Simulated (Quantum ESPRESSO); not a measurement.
A short convergence ladder for NbZn3 (Pm-3m, 4 atoms in the cell)

```
NbZn3
1.0
    3.89825     0.00000     0.00000
    0.00000     3.89825     0.00000
    0.00000     0.00000     3.89825
Nb Zn
1 3
Direct
  0.00000   0.00000   0.00000
  0.50000   0.00000   0.50000
  0.00000   0.50000   0.50000
  0.50000   0.50000   0.00000
```

Base method: LDA (PZ), PSlibrary ultrasoft (LDA) pseudopotentials (plane waves; Quantum ESPRESSO 7.5).

Base settings: ecutwfc = 55 Ry; ecutrho = 330 Ry; occupations = smearing; smearing = gaussian; degauss = 0.0073499 Ry; potentials = {Nb: Nb.pz-spn-rrkjus_psl.1.0.0.UPF, Zn: Zn.pz-dn-rrkjus_psl.1.0.0.UPF}; K_POINTS = automatic 4 4 4 0 0 0; conv_thr = 1e-10 Ry.

**Zone-centre phonons against the cutoff**

In this ladder: ph.x.tr2_ph = 1e-14; ph.x.fildyn = dyn.G; dynmat.x.fildyn = dyn.G; dynmat.x.asr = simple. Moved along: ecutrho.

The mesh stays at the base's, so the ladder's end is converged at best in this setting alone.

Frequencies are those of the unrelaxed cell, without the LO-TO term of polar crystals.

Only quantities that move along the ladder and can be compared are tabulated.

| ecutwfc | highest zone-centre frequency (cm⁻¹) | lowest optical frequency (cm⁻¹) |
|---|---|---|
| 28 Ry | 224.8 | 95.4 |
| 38 Ry | 233.5 | 139.3 |
| 55 Ry | 233.1 | 138.3 |
| 66 Ry | 233.2 | 138.3 |

Coarsest ecutwfc that holds the highest zone-centre frequency within 5 cm⁻¹ of the last step, with all finer ones: 38 Ry; the step before is off by 8.4 cm⁻¹.

Coarsest ecutwfc that holds the lowest optical frequency within 5 cm⁻¹ of the last step, with all finer ones: 38 Ry; the step before is off by 43 cm⁻¹.

On the base run: the starting cell comes from a database of computed structures (which also holds hypothetical and non-ambient phases and stackings), without a prior relaxation at this level. Its lattice was rescaled by up to half a per cent. Spin polarisation is off. In the base run, with a pressure of about -8 GPa the cell is away from its equilibrium volume at this level. Without a gap this mesh is coarse (it stands for a supercell whose shortest vector is 16 Å).
